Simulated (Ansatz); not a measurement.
The starting structures come from a database of crystals and need not be the phases stable at ambient conditions.

Given:

```yaml
crystal:
  lattice:
    - [6.71394, 0.00000, 0.00000]
    - [1.09418, 7.55089, 0.00000]
    - [2.42915, -0.35200, 3.20695]
  atoms:
    - { symbol: La, position: [0.82277, 0.73592, 0.42723] }
    - { symbol: La, position: [0.17723, 0.26408, 0.57277] }
    - { symbol: C, position: [0.65308, 0.35825, 0.59692] }
    - { symbol: C, position: [0.34692, 0.64175, 0.40308] }
    - { symbol: N, position: [0.56824, 0.66077, 0.18176] }
    - { symbol: N, position: [0.43176, 0.33923, 0.81824] }
    - { symbol: N, position: [0.12261, 0.61845, 0.62739] }
    - { symbol: N, position: [0.87739, 0.38155, 0.37261] }
    - { symbol: Cl, position: [0.25478, 0.95801, 0.99522] }
    - { symbol: Cl, position: [0.74522, 0.04199, 0.00478] }
```

Space group of this cell: P2_1/m. The cell is taken as given; by r2SCAN its mean pressure is -1.8 GPa.

Transport runs along the normal of the first two printed cell vectors.

The gap is the functional's own. No spin-orbit coupling. Mid-gap values are interpolated on the energy grid.

Q: Predict the band gap and the smallest decay constant κ at mid-gap from r2SCAN (Ansatz, a program for electronic structure).

A: Gap 3.66 eV on a 10×4×10 mesh; κ = 0.408 1/Å, at (-0.333, 0.250) of the in-plane reciprocal vectors. At the zone centre, at the nearest computed energy, the slowest state has κ = 0.42 1/Å.
